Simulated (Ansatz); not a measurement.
Consider SnTe in the rock salt structure (space group Fm-3m, No. 225).

```yaml
crystal:
  lattice:
    - [0.00000, 3.14456, 3.14456]
    - [3.14456, 0.00000, 3.14456]
    - [3.14456, 3.14456, 0.00000]
  atoms:
    - { symbol: Sn, position: [0.00000, 0.00000, 0.00000] }
    - { symbol: Te, position: [0.50000, 0.50000, 0.50000] }
```

Cartesian axes are those of the cell as printed.

Computed with PBEsol, PAW, 420 eV (Ansatz, an electronic-structure program; spin-orbit coupling left out).

Now apply this change: the cell is stretched by 2.50 % along z with no lateral relaxation, atoms relaxed at fixed cell.

Problem. Predict the stress tensor and what it implies for the stiffness.

Solution. Stress of the strained cell less that of the base (GPa, compression positive):
```
  -0.07    0.00    0.00
   0.00   -0.07    0.00
   0.00    0.00   -2.93
```

Then −Δσ_ii/ε with ε = 0.0250 gives secant stiffness values (nonlinear terms included at this strain): C33 ≈ 117 GPa.

As a check, the harmonic strain energy −½ V₀ Δσ:ε is 7.1 meV/atom; the computed energy rise is 7.5 meV/atom.

Stability against distortions was not tested.
